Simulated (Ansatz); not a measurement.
## AlRu under a change: isotropic strain −2.50 %

Start from AlRu in the CsCl type structure (space group Pm-3m, No. 221; a = 3.0048 Å; relaxed with 0.1 eV smearing).

It is then changed as follows: an isotropic linear strain of −2.50 %, atoms relaxed at fixed cell.

Calculations: plane-wave PAW DFT at the PBE level (Ansatz, a first-principles code, 420 eV), spin-orbit coupling left out. Settings: 19×19×19 k-points, 0.1 eV Fermi–Dirac smearing.

The volume per atom decreases by 0.992 Å³ to 12.57 Å³ and the space group is still Pm-3m (No. 221). The shortest interatomic distance falls by 0.123 bohr to 4.795 bohr and the energy grows by 53 meV/atom. The pressure goes from zero to 18.2 GPa and the band gap stays zero.

Final structure:

```
CELL_PARAMETERS angstrom
      2.92970     0.00000     0.00000
      0.00000     2.92970     0.00000
      0.00000     0.00000     2.92970
ATOMIC_POSITIONS crystal
  Al 0.50000 0.50000 0.50000
  Ru 0.00000 0.00000 0.00000
```

Whether these cells are dynamically stable was not tested. All final runs are without spin polarisation.
